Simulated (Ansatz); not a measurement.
A user runs Ansatz (a first-principles code) on Sb₂Pt (Pa-3, 12 atoms in the cell) and asks whether the run is sound. The aim is a self-consistent single point with DFT, PBE, plane waves, PAW files.

Cell that was meant: a = 6.4998 Å, b = 6.4998 Å, c = 6.4998 Å, α = 90.00°, β = 90.00°, γ = 90.00°.

Part of the input:

Ansatz 0.2 input:
```yaml
    - { symbol: Pt, position: [0.50000000, 0.00000000, 0.50000000] }
    - { symbol: Pt, position: [0.00000000, 0.00000000, 0.00000000] }
basis:
  ecutwfc: 50
kpoints:
  mp_grid: { grid: [5, 5, 5], shift: [0.5, 0.5, 0.5] }
hamiltonian:
```

Log, with long lists cut:

```
   [... lines left out ...]
Symmetry: 24 space group operations
Space group: Pa-3 (ITA 205), of the structure as read, at distance tolerance 6.5e-5 Å
k-points: 11 of 125
Initial density: superposition of atomic densities (chi_scale 0.1, normalization cell, long waves kept (reshape's long-wave potential 0.00 eV rms))
Initial wavefunctions: pseudopotential atomic-orbital guess
Eigensolver: davidson
Functional: x = pbe(κ = 0.804, μ = 0.2195149727645171), c = pbe(β = 0.06672455060314922)
SCF iter   1: F=—  HF=-97750.479753 eV  |F-HF|=—  |Δ(HF+E_count)|=         —  Δρ=1.46e0  dr2=5.95e3  ethr=3.10e-3  ⟨swp⟩=1.0  Hψ=2436  notcnv=0
all-band conjugate gradients solve this SCF's bands
preconditioner: auto → LDOS
SCF iter   2: F=—  HF=-94174.010161 eV  |F-HF|=—  |Δ(HF+E_count)|=    3.58e3  S|Δr|=    0.00e0  Δρ=2.47e-1  dr2=2.16e2  ethr=3.10e-3  ⟨swp⟩=8.1  Hψ=7338  notcnv=0  defer=145
   [... lines left out ...]
SCF iter   7: F=—  HF=-94002.532014 eV  |F-HF|=—  |Δ(HF+E_count)|=   1.49e-4  S|Δr|=    0.00e0  Δρ=3.26e-5  dr2=5.20e-6  ethr=1.79e-7  ⟨swp⟩=2.2  Hψ=2028  notcnv=0  defer=139
SCF iter   8: F=—  HF=-94002.528665 eV  |F-HF|=—  |Δ(HF+E_count)|=   3.35e-3  S|Δr|=    0.00e0  Δρ=1.93e-5  dr2=7.68e-7  ethr=2.71e-9  ⟨swp⟩=3.4  Hψ=2713  notcnv=0  defer=139
SCF iter   9: F=-94002.528665 eV  HF=-94002.528665 eV  |F-HF|=2.78e-8  |Δ(HF+E_count)|=   2.28e-7  S|Δr|=    0.00e0  Δρ=5.03e-6  dr2=6.13e-8  ethr=5.21e-11  ⟨swp⟩=13.1  Hψ=7175  notcnv=0
SCF 1 converged in 9 iterations: F = -94002.528665 eV  dr2 = 6.13e-8
Stability not checked (fill_not_monotonic)
Free energy (F): -94002.528665 eV
Internal energy: -94002.536922 eV  (E = F + TS)
E sigma→0 (E₀):  -94002.531417 eV
Entropy (-TS):   0.008257 eV (0.688 meV/atom)
Fermi energy:    24.801932 eV
--- Forces (eV/Å), atoms counted from 1 ---
  atom   1  Sb     0.55656433    -0.55656433     0.55656433
  atom   2  Sb    -0.55656433     0.55656433    -0.55656433
  atom   3  Sb    -0.55656433     0.55656433     0.55656433
   [... lines left out ...]
--- Stress (GPa, compression-positive) ---
    -2567.273015      -0.000000       0.000000
       -0.000000   -2567.273015       0.000000
        0.000000       0.000000   -2567.273015
  P = ⅓ Tr σ = -2567.2730 GPa (-25672.730 kbar)
  The stress holds no Pulay correction (an occupied level lies too near the plane-wave cutoff): it is that at fixed plane waves, as pw.x and ABINIT print it
```

Is anything amiss in this input, and did it matter?

The run is not sound. The fault is this: a cutoff meant in Ry typed as a bare number, read as eV. A bare number is read in the key's own unit, and eV, Ry (13.6 eV) and Ha (27.2 eV) lie far apart, so the setting ends up far from the one that was meant. To fix it, convert the value to the unit that the key expects. The run converged in 9 iterations without an error; against the sound input the free energy rises by 665 eV/atom, the pressure goes from 2.80 to -2567 GPa and the largest force goes from 0.074 to 0.964 eV/Å.

An input that runs soundly differs in these lines (not the only fix; some lines may just follow from the change or write a value another way):
```diff
-  ecutwfc: 50
+  ecutwfc: 30.9 Ry
```

With that input, the run converged in 8 iterations: free energy E − TS (on the zero of these files) -101980.9682 eV; Fermi level (on the code's own zero) 14.24 eV; pressure 2.80 GPa; largest force (vector length) 0.074 eV/Å (DFT, PBE, plane waves, PAW files).

On the sound input: the starting cell comes from a database of computed structures (which also holds hypothetical and non-ambient phases and stackings), without a prior relaxation at this level. Spin-orbit coupling is off. Spin polarisation is off. Ansatz's pressure includes its estimate of the finite-basis (Pulay) stress.
